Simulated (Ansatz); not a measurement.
Take SnSe$_{2}$ in the CdI2 type structure (space group P-3m1, No. 164; a = 3.8258 Å, c = 6.2309 Å; layered, stacked along the Cartesian z axis) as the base. Axes: x lies along a and z along c of the hexagonal cell.

All numbers come from Ansatz (a first-principles code) r2SCAN+rVV10, no spin-orbit coupling.

Strains are applied to the cell and any free atomic positions relax; under biaxial strain the out-of-plane vector relaxes too.

One change was made to it. Results:

The smallest direct gap falls by 0.01 eV (1.49 eV → 1.48 eV); the band gap decreases by 0.03 eV (0.94 eV → 0.91 eV); the width of the top valence band grows by 0.07 eV to 1.63 eV.

**Question.** Which change produced these results?
(A) isotropic strain −3.35 %
(B) biaxial strain −1.18 %, plane normal [001], relaxed out of plane
(C) uniaxial strain ε_zz = −2.70 %
(D) isotropic strain +2.85 %
(E) biaxial strain +1.16 %, plane normal [001], relaxed out of plane

**Answer.** B, biaxial strain −1.18 %, plane normal [001], relaxed out of plane. For comparison, the band gap in the other runs: uniaxial strain ε_zz = −2.70 % gives 0.79 eV; isotropic strain +2.85 % gives 0.96 eV; biaxial strain +1.16 %, plane normal [001], relaxed out of plane gives 0.85 eV; isotropic strain −3.35 % gives 0.78 eV.

Whether these cells are dynamically stable was not tested.
